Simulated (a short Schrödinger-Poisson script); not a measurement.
Structure: gated Al0.33Ga0.67N/GaN polarisation-induced gas, at 20 K.

```tsv
layer	material	thickness (nm)	Na (cm⁻³)
1	Al0.33Ga0.67N	20	-
2	GaN	6000	4e14
```

Constants are typed, rounded textbook-type inputs, not results; the design itself was drawn at random and stands for no fabricated device. Al0.33Ga0.67N: permittivity 9.3, conduction-band edge (eV) 0.462, gap (eV) 4.09, electron mass (mₑ) 0.24, Nv at 300 K (cm⁻³) 4.6e19. GaN: permittivity 9.5, conduction-band edge (eV) 0, gap (eV) 3.43, Nv at 300 K (cm⁻³) 4.6e19.

Channel valleys (confinement mass, in-plane density-of-states mass, number): Γ 0.2, 0.2, 1. At the gate the conduction-band edge of layer 1 lies 1.27 eV − eVg above the Fermi level of the channel; the field vanishes at the back. Sheet of polarisation charge: +1.6e13 e/cm² at 20 nm from the gate. The barrier under the gate holds no holes. Gaps are held at their typed values at every temperature. Mesh 0.08 nm at interfaces.

From a short Schrödinger-Poisson script (our own, NumPy): 1D Poisson equation in equilibrium, electrons quantum, Hartree plus LDA exchange-correlation (BenDaniel-Duke, 40 states a valley, the channel's in-plane mass for all, wave functions free to enter the barrier), parabolic valleys, classical holes, full ionisation, no traps, pinning or gate leakage.

The same stack at other levels of the model or other numerical settings:

```json
[
 {"run": "base", "sheet density of all electrons at Vg = 0.5 V (cm⁻²)": "1.41e13", "sheet density of all electrons at Vg = -3.5 V (cm⁻²)": "4.35e12", "capacitance at Vg = 0.5 V (μF/cm²)": "0.398", "centroid of the channel electrons at Vg = 0.5 V (nm)": "1.56", "rough cost against the base": "about 1"},
 {"run": "electrons treated as classical, Boltzmann", "sheet density of all electrons at Vg = 0.5 V (cm⁻²)": "1.50e13", "sheet density of all electrons at Vg = -3.5 V (cm⁻²)": "4.75e12", "capacitance at Vg = 0.5 V (μF/cm²)": "0.410", "centroid of the channel electrons at Vg = 0.5 V (nm)": "(withheld)", "rough cost against the base": "0.009"},
 {"run": "electrons treated as classical, Fermi-Dirac", "sheet density of all electrons at Vg = 0.5 V (cm⁻²)": "1.40e13", "sheet density of all electrons at Vg = -3.5 V (cm⁻²)": "4.37e12", "capacitance at Vg = 0.5 V (μF/cm²)": "(withheld)", "centroid of the channel electrons at Vg = 0.5 V (nm)": "1.49", "rough cost against the base": "0.04"},
 {"run": "electrons treated as quantum, Hartree", "sheet density of all electrons at Vg = 0.5 V (cm⁻²)": "1.40e13", "sheet density of all electrons at Vg = -3.5 V (cm⁻²)": "4.26e12", "capacitance at Vg = 0.5 V (μF/cm²)": "0.397", "centroid of the channel electrons at Vg = 0.5 V (nm)": "1.71", "rough cost against the base": "0.5"},
 {"run": "mesh six times as coarse", "sheet density of all electrons at Vg = 0.5 V (cm⁻²)": "1.41e13", "sheet density of all electrons at Vg = -3.5 V (cm⁻²)": "4.34e12", "capacitance at Vg = 0.5 V (μF/cm²)": "0.398", "centroid of the channel electrons at Vg = 0.5 V (nm)": "1.50", "rough cost against the base": "0.3"},
 {"run": "one subband a valley", "sheet density of all electrons at Vg = 0.5 V (cm⁻²)": "1.41e13", "sheet density of all electrons at Vg = -3.5 V (cm⁻²)": "4.35e12", "capacitance at Vg = 0.5 V (μF/cm²)": "0.396", "centroid of the channel electrons at Vg = 0.5 V (nm)": "(withheld)", "rough cost against the base": "0.2"}
]
```

Some entries are withheld; supply them.


- one subband a valley, centroid of the channel electrons at Vg = 0.5 V (nm): 1.32
- electrons treated as classical, Fermi-Dirac, capacitance at Vg = 0.5 V (μF/cm²): 0.388
- electrons treated as classical, Boltzmann, centroid of the channel electrons at Vg = 0.5 V (nm): 0.12

The classical rows ignore confinement, and Boltzmann statistics overrate the density once the band edge passes the Fermi level.
